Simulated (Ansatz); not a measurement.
Base system: BP in the zinc blende structure (space group F-43m, No. 216; a = 4.5202 Å).

The values are results of DFT with PBEsol, PAW potentials and a 420 eV plane-wave cutoff in Ansatz (a first-principles code), no spin-orbit coupling, not measurements.

Base values:

```
Property                           Value
-----------------------------  ---------
Width of the top valence band    5.60 eV
Band gap                         1.11 eV
Pressure                       -0.1 kbar
```

Perturbation: the cell is scaled by 0.9850 in all directions; the atoms relax in the strained cell.

### Question
Predict the new width of the top valence band, band gap and pressure.

### Answer
The width of the top valence band goes up by 0.27 eV, from 5.60 eV to 5.87 eV; the band gap drops by 0.065 eV to 1.05 eV; the pressure rises by 83.7 kbar, from -0.1 kbar to 83.6 kbar.

Stability against distortions was not tested.
